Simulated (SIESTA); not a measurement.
A series of runs on MgMn₅FeO₁₂ (P1, 19 atoms in the cell)

```xyz
19
Lattice="5.1906 0.0000 0.0000 2.5512 4.5503 0.0000 0.5115 1.4163 10.1920" Properties=species:S:1:pos:R:3 pbc="T T T"
Mg     6.5240     2.9454     7.6926
Mn     4.0868     4.4255     5.1249
Mn     3.1282     2.9958    10.1852
Mn     5.6969     4.5196    10.1869
Mn     4.1296     1.4141     5.1339
Mn     1.5009     2.9073     4.9312
Fe     0.0313     0.0604     0.1926
O      2.2548     1.5459     9.1415
O      3.5046     3.0172     0.9866
O      5.8828     4.3490     6.1186
O      3.1471     2.9048     6.1180
O      4.9959     2.7589     4.0373
O      7.5497     4.4942     4.1189
O      2.4233     1.3752     4.1245
O      4.9077     3.0213     9.1462
O      7.3695     4.3889     9.1086
O      5.9420     4.6176     0.9840
O      0.9408     1.6991     1.0182
O      5.8224     1.6195     6.1944
```
Moments meant for the start (each program seeds them in its own way; μB, in the order of the atoms Mg Mn Mn Mn Mn Mn Fe O O O O O O O O O O O O): 0.0 4.0 4.0 4.0 4.0 4.0 4.0 0.0 0.0 0.0 0.0 0.0 0.0 0.0 0.0 0.0 0.0 0.0 0.0.

Base run A: GGA PBEsol+U, numerical atomic orbitals TZP, PseudoDojo PBEsol standard norm-conserving potentials (rewritten from UPF to PSML) in SIESTA, self-consistent single point.

Its settings: XC.functional = GGA; XC.authors = PBEsol; potentials = PseudoDojo PBEsol standard; PAO.BasisSize = TZP; PAO.EnergyShift = 0.01 Ry; MeshCutoff = 350 Ry; kgrid.MonkhorstPack = 3 3 2 shifted by 0.5 0.5 0.5; OccupationFunction = FD; ElectronicTemperature = 116.05 K; Spin = polarized; DFTU.ProjectorGenerationMethod = 2; DFTU.CutoffNorm = 0.9; DFTU.FirstIteration = true; DFTU.proj = [Fe 1, n=3 2, 5.30 0.00, 0.00 0.00, Mn 1, n=3 2, 3.90 0.00, 0.00 0.00]; MaxSCFIterations = 150; SCF.Mixer.Method = Pulay; SCF.Mixer.Weight = 0.1; SCF.Mixer.History = 6; SCF.DM.Tolerance = 1.0E-04.

The starting cell comes from a database of computed structures (which also holds hypothetical and non-ambient phases and stackings), without a prior relaxation at this level. Its lattice was rescaled by a random factor within 2.5 % of one. The magnetic order is the one reached from the typed start; others were not searched systematically. With U or open f shells several self-consistent states can exist. Values carry the incompleteness of an atom-centred basis. In the base run, with a pressure of about -16 GPa the cell is away from its equilibrium volume at this level. In the base run, forces exceed 1 eV/Å. The shifted mesh does not hold Γ, so a gap read on it misses any band edge there.

ΔF is the free energy per atom less that of run A. 

Runs:
- B: DFTU.proj = [Mn 1, n=3 2, 3.90 0.00, 0.00 0.00]
- C: DFTU.proj = [Mn 1, n=3 2, 3.90 0.00, 0.00 0.00, Fe 1, n=3 2, 1.00 0.00, 0.00 0.00]
- D: DFTU.proj = [Mn 1, n=3 2, 3.90 0.00, 0.00 0.00, Fe 1, n=3 2, 2.00 0.00, 0.00 0.00]
- E: DFTU.proj = [Mn 1, n=3 2, 3.90 0.00, 0.00 0.00, Fe 1, n=3 2, 3.00 0.00, 0.00 0.00]
- F: DFTU.proj = [Mn 1, n=3 2, 3.90 0.00, 0.00 0.00, Fe 1, n=3 2, 4.00 0.00, 0.00 0.00]
- G: DFTU.proj = [Mn 1, n=3 2, 3.90 0.00, 0.00 0.00, Fe 1, n=3 2, 5.00 0.00, 0.00 0.00]
- H: DFTU.proj = [Mn 1, n=3 2, 3.90 0.00, 0.00 0.00, Fe 1, n=3 2, 6.00 0.00, 0.00 0.00]
- I: DFTU.proj = [Mn 1, n=3 2, 3.90 0.00, 0.00 0.00, Fe 1, n=3 2, 7.00 0.00, 0.00 0.00]
- J: DFTU.proj = [Mn 1, n=3 2, 3.90 0.00, 0.00 0.00, Fe 1, n=3 2, 8.00 0.00, 0.00 0.00]

```json
[
 {"run": "A", "ΔF (meV/atom)": "0.00", "pressure (GPa)": "-16.36", "largest force (eV/Å)": "1.106", "gap on the mesh (eV)": "0.408", "size of the net moment (μB/atom)": "1.11", "Hubbard energy (eV/atom)": "0.658"},
 {"run": "B", "ΔF (meV/atom)": "-113.8", "pressure (GPa)": "-16.55", "largest force (eV/Å)": "1.201", "gap on the mesh (eV)": "(withheld)", "size of the net moment (μB/atom)": "1.11", "Hubbard energy (eV/atom)": "0.557"},
 {"run": "C", "ΔF (meV/atom)": "-89.8", "pressure (GPa)": "-16.54", "largest force (eV/Å)": "1.150", "gap on the mesh (eV)": "0.395", "size of the net moment (μB/atom)": "1.11", "Hubbard energy (eV/atom)": "0.581"},
 {"run": "D", "ΔF (meV/atom)": "-67.1", "pressure (GPa)": "-16.50", "largest force (eV/Å)": "1.113", "gap on the mesh (eV)": "0.400", "size of the net moment (μB/atom)": "1.11", "Hubbard energy (eV/atom)": "0.603"},
 {"run": "E", "ΔF (meV/atom)": "-45.6", "pressure (GPa)": "-16.47", "largest force (eV/Å)": "1.105", "gap on the mesh (eV)": "0.405", "size of the net moment (μB/atom)": "1.11", "Hubbard energy (eV/atom)": "0.622"},
 {"run": "F", "ΔF (meV/atom)": "-25.2", "pressure (GPa)": "-16.43", "largest force (eV/Å)": "1.106", "gap on the mesh (eV)": "0.407", "size of the net moment (μB/atom)": "1.11", "Hubbard energy (eV/atom)": "0.639"},
 {"run": "G", "ΔF (meV/atom)": "-5.7", "pressure (GPa)": "-16.37", "largest force (eV/Å)": "1.106", "gap on the mesh (eV)": "0.408", "size of the net moment (μB/atom)": "1.11", "Hubbard energy (eV/atom)": "0.654"},
 {"run": "H", "ΔF (meV/atom)": "12.9", "pressure (GPa)": "-16.32", "largest force (eV/Å)": "1.106", "gap on the mesh (eV)": "0.409", "size of the net moment (μB/atom)": "1.11", "Hubbard energy (eV/atom)": "0.668"},
 {"run": "I", "ΔF (meV/atom)": "30.6", "pressure (GPa)": "-16.28", "largest force (eV/Å)": "1.108", "gap on the mesh (eV)": "0.411", "size of the net moment (μB/atom)": "1.11", "Hubbard energy (eV/atom)": "0.680"},
 {"run": "J", "ΔF (meV/atom)": "47.5", "pressure (GPa)": "-16.26", "largest force (eV/Å)": "1.112", "gap on the mesh (eV)": "0.415", "size of the net moment (μB/atom)": "1.11", "Hubbard energy (eV/atom)": "0.691"}
]
```

Task: Complete the blanks.

Result: 
- B, gap on the mesh (eV): 0.385
